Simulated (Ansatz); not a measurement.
We look at the surface energy of the Si16H4O4 slab, the mean of its two faces, with the listed reservoirs for the atoms in excess. Reaction: 16 Si (diamond) + 4 H2O (gas) → cell A + 2 H2 (gas).

Cell A: a slab of composition Si16H4O4 built on Si (diamond, Fd-3m) (100), with 12 atoms on that crystal's sites, 24 atoms, rectangular cell of 3.87 × 7.74 Å (29.9 Å²), symmetry P2/m within 0.02 Å, 13.7 Å thick under 16 Å of vacuum, in-plane vectors held at the crystal's; planes from bottom to top: H2O2 | Si2 × 8 | H2O2; foreign atoms: four times OH bound through O to 1 Si at 1.68 Å; spin state with PBE: run without spin, k-point mesh 8×4×1.
```yaml
crystal:
  lattice:
    - [3.86767, 0.00000, 0.00000]
    - [0.00000, 7.73533, 0.00000]
    - [0.00000, 0.00000, 29.66953]
  atoms:
    - { symbol: Si, position: [0.00000, 0.08878, 0.65554] }
    - { symbol: Si, position: [0.00000, 0.40173, 0.65712] }
    - { symbol: Si, position: [0.50000, 0.01098, 0.61396] }
    - { symbol: Si, position: [0.50000, 0.48838, 0.61672] }
    - { symbol: Si, position: [0.50000, 0.25467, 0.56519] }
    - { symbol: Si, position: [0.50000, 0.74576, 0.57287] }
    - { symbol: Si, position: [0.00000, 0.25571, 0.52001] }
    - { symbol: Si, position: [0.00000, 0.74409, 0.52588] }
    - { symbol: Si, position: [0.00000, 0.50591, 0.47412] }
    - { symbol: Si, position: [0.00000, 0.99429, 0.47999] }
    - { symbol: Si, position: [0.50000, 0.50424, 0.42713] }
    - { symbol: Si, position: [0.50000, 0.99533, 0.43481] }
    - { symbol: Si, position: [0.50000, 0.76162, 0.38328] }
    - { symbol: Si, position: [0.50000, 0.23902, 0.38604] }
    - { symbol: Si, position: [0.00000, 0.84827, 0.34288] }
    - { symbol: Si, position: [0.00000, 0.16122, 0.34446] }
    - { symbol: O, position: [0.00000, 0.01062, 0.70853] }
    - { symbol: H, position: [0.00000, 0.10014, 0.73148] }
    - { symbol: O, position: [0.00000, 0.44685, 0.71267] }
    - { symbol: H, position: [0.00000, 0.56814, 0.72104] }
    - { symbol: O, position: [0.00000, 0.80315, 0.28733] }
    - { symbol: H, position: [0.00000, 0.68186, 0.27896] }
    - { symbol: O, position: [0.00000, 0.23938, 0.29147] }
    - { symbol: H, position: [0.00000, 0.14986, 0.26852] }
```

Reference: Si (diamond, Fd-3m), 4 atoms in the cell, the relaxed perfect crystal repeated, atoms not moved again, k-point mesh 8×4×11 on the run's own vectors.

Reference: an isolated H2 molecule (singlet) in a box of 11 × 11 × 13 Å.

Reference: an isolated H2O molecule (singlet) in a box of 11 × 13 × 13 Å.

Plane-wave PAW calculations with Ansatz (a program for electronic structure), its PAW set soft_1, cutoff 420 eV, 500 eV for r2SCAN. The structures are at rest with PBE, within the held lattices; other levels are single points on them. HSE06 runs on coarser k-point meshes, mended by the PBE difference between the two meshes. Neutral cells; Fermi-Dirac smearing of at most 0.05 eV in the solids, energies taken to zero width. The lattices are those relaxed with PBE or held as stated, so at other levels the solids can be strained, which adds to the spread. Larger cells are relaxed from a start prepared with the learned potential CHGNet till forces fall under 0.03 eV/Å, which some starts already meet. A dispersion term (D3(BJ), or D4 for r2SCAN) was computed beside these levels and is taken off wherever the name lacks it. Space groups of crystals are read within 0.01 Å. No zero-point or thermal terms. No structure search was made; lower ones may exist. No correction for cell size. Cell A has symmetry P2/m within 0.02 Å and got no random move, so less symmetric positions, which may lie lower, weren't tried.

Question: Predict the value from PBE.

Answer: -0.25 J/m², for 16 Si (diamond) + 4 H2O (gas) → cell A + 2 H2 (gas).

Question: How does the value move with the functional?

Answer: 
| Level | value (J/m²) | less PBE |
|---|---|---|
| r2SCAN | -0.31 | -0.06 |
| HSE06 | -0.20 | 0.05 |

The levels shown span 0.11 J/m², from r2SCAN (-0.31) to HSE06 (-0.20).
